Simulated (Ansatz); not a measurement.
Calculation: PBE (plane waves to 420 eV, PAW; Ansatz, a quantum-chemistry and plane-wave program).

Planar average of the electrostatic potential across the slab, in eV from the Fermi level, for a constructed model of the (100) surface of fcc Pd, a pseudomorphic layer of Cu in the host's stacking (bottom of the slab: a bare face, its two planes held):

(z (Å), V (eV)): (3.79, 5.07); (4.08, 5.07); (4.38, 5.07); (4.67, 5.07); (4.96, 5.06); (5.25, 5.05); (5.54, 5.02); (5.83, 4.96); (6.12, 4.82); (6.42, 4.53); (6.71, 3.87); (7.00, 2.38); (7.29, -1.69); (7.58, -8.15); (7.88, -13.56); (8.17, -14.28); (8.46, -9.71); (8.75, -3.78); (9.04, -0.66); (9.33, -3.98); (9.62, -9.98); (9.92, -14.42); (10.21, -13.73); (10.50, -8.61); (10.79, -2.89); (11.08, -1.18); (11.38, -5.60); (11.67, -11.49); (11.96, -14.87); (12.25, -12.72); (12.54, -7.07); (12.83, -1.80); (13.12, -1.74); (13.42, -6.94); (13.71, -12.61); (14.00, -14.86); (14.29, -11.54); (14.58, -5.63); (14.88, -1.09); (15.17, -2.52); (15.46, -8.19); (15.75, -13.51); (16.04, -14.59); (16.33, -10.35); (16.62, -4.36); (16.92, -0.67); (17.21, -3.18); (17.50, -9.07); (17.79, -14.06); (18.08, -14.36); (18.38, -9.84); (18.67, -4.46); (18.96, -3.65); (19.25, -8.07); (19.54, -10.94); (19.83, -10.25); (20.12, -5.81); (20.42, -0.11); (20.71, 2.58); (21.00, 3.57); (21.29, 4.04); (21.58, 4.27); (21.88, 4.38); (22.17, 4.43); (22.46, 4.45); (22.75, 4.47); (23.04, 4.47); (23.33, 4.47); (23.62, 4.48); (23.92, 4.48)

Model: 7-atom slab, 11.9 Å thick at the start, 13x13x1 mesh, Fermi-Dirac 0.1 eV, dipole correction, 2 atoms held, the rest relaxed; held to the start's symmetry, so lower structures may exist; no spin, no spin-orbit, no U. It is one candidate, not shown to be the stable structure of the face.

Problem. The surface cell has an area of 7.78 Å². What dipole along the normal does the step between the two vacuum levels imply?

Solution. the top vacuum level lies 0.60 eV below the bottom one; p = −ε₀ A ΔV (ε₀ = 0.005526 e/(V·Å)) gives 0.03 e·Å a cell.
